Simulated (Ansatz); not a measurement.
Defect: F-vacancy pair (F on one host O site, one O site vacant) in monoclinic HfO2, charge state +3. The step: one O atom jumps into the vacancy from a nearby O site (F-vacancy distance between ideal sites 2.58 → 4.05 Å); the atom moves 2.01 Å along (0.38, 0.09, 0.13) of the unit cell; the moving atom starts with neighbours Hf at 2.05, Hf at 2.18, Hf at 2.35, Hf at 2.41; O at 2.58, O at 2.67 Å and ends with F at 2.64; Hf at 2.06, Hf at 2.07, Hf at 2.29 Å. DFT values are from Ansatz (plane-wave PAW, 420 eV unless said) in a cell of 96 host sites, spin-restricted, static, with no finite-size correction. The charge state is imposed; whether it is stable for some Fermi level was not computed. Forms of the defect that were not tried may lie lower. For the PBE band: the saddle point's order was not checked.

| Level | Forward barrier (eV) | Cost of the band or of the saddle's single point |
|---|---|---|
| CHGNet universal potential (has no charge state), its own band | 0.61 | - |
| PBE, the Γ point alone, band relaxed | 0.88 | around 60 core-minutes (rough) |
| PBE, a 2×2×2 k-point mesh shifted by half a step, same geometries | 0.90 | very roughly 20 core-minutes |
| r2SCAN at 500 eV, the Γ point alone, same geometries | (withheld) | around 4 core-minutes (rough) |

Fill in the missing entries.


- r2SCAN at 500 eV, the Γ point alone, same geometries, Forward barrier (eV): 0.87

Ansatz is a quantum-chemistry and plane-wave program.
